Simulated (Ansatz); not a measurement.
## What Li interstitial (started 2.35 Å from the nearest host atom), symmetric start does to TaS2

Start from a 12-atom supercell of TaS₂ in the CdI2 type structure (space group P-3m1, No. 164; a = 3.3288 Å, c = 5.7855 Å; layered, stacked along the Cartesian z axis) at its relaxed geometry.

Now apply this change: a neutral Li interstitial (started 2.35 Å from the nearest host atom), symmetric start, atoms relaxed at fixed cell.

The values are results of PBE-D3(BJ)/PAW in Ansatz (a program for electronic structure), without spin-orbit coupling, not measurements. Settings: 7×7×7 k-points, 0.05 eV Fermi–Dirac smearing.

The largest displacement of a host atom from its site in the perfect cell is 0.06 Å and the final site of the added atom comes out as 6 S at 2.37–2.39 Å (octahedral).

Cost of the whole job for the changed cell (relaxation, final SCF and bands): about 8 core-minutes (a rough figure).

The cell is small, so the values are those of an ordered compound at a high defect concentration; dilute-limit values will differ. The defect started on the symmetric site and kept its symmetry, so it may sit on a saddle. All final runs are without spin polarisation. An odd electron count without spin: LiTa4S8 and TaS2. The defect cell is not spin-polarised.
